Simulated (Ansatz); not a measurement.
HfO2: O → Cl

The reference is HfO₂ (space group P4_2/nmc, No. 137; a = 3.5770 Å, c = 5.2036 Å).

Perturbation: every O is replaced by Cl, then cell and atoms are relaxed.

All numbers come from Kohn–Sham DFT with the r2SCAN functional, run in Ansatz (a first-principles code) with PAW and 500 eV plane waves, without spin-orbit coupling, earlier PAW set. Settings: 13×13×13 k-points, 0.05 eV Fermi–Dirac smearing, for the changed cell.

The volume per atom increases by 10.05 Å³, from 11.10 Å³ to 21.15 Å³ and the density shrinks by 3.97 g/cm³ (10.50 g/cm³ → 6.53 g/cm³). The space group changes from P4_2/nmc (No. 137) to Fm-3m (No. 225) and the band gap decreases by 5.104 eV (5.27 eV → 0.16 eV). The gap character comes out as direct at X and the electron mass goes from 1.0 mₑ along c, 0.89 mₑ across (at Γ) to 0.95 mₑ along k, 0.47 mₑ across (at X). The magnetic state becomes ferromagnetic (base: not spin-polarised) and the largest site moment goes from zero to 1.08 μB.

Final structure:

```
CELL_PARAMETERS angstrom
      0.00000     3.16570     3.16570
      3.16570     0.00000     3.16570
      3.16570     3.16570     0.00000
ATOMIC_POSITIONS crystal
  Hf 0.00000 0.00000 0.00000
  Cl 0.75000 0.75000 0.75000
  Cl 0.25000 0.25000 0.25000
```

The magnetic state is the one reached from the starting moments; the real material's order can differ, and small cells can't hold many antiferromagnetic ones. Spin-orbit coupling, missing from the scalar runs, can matter with Hf. Masses are band curvatures over ±0.01 Å⁻¹ around the edge. Along k means along the line from Γ to the band edge. Whether these cells are dynamically stable was not tested. As relaxed here, HfCl2 is a hypothetical phase, not in the database extracts checked. Where the two band edges lie in opposite spin channels, the gap is a spin-flip gap. This is not the structure that HfO2 has at room temperature and ambient pressure. A zero or small gap of HfCl2 can be the functional's error rather than a property of the material. Labels are those of the standard path for the cell's own space group.
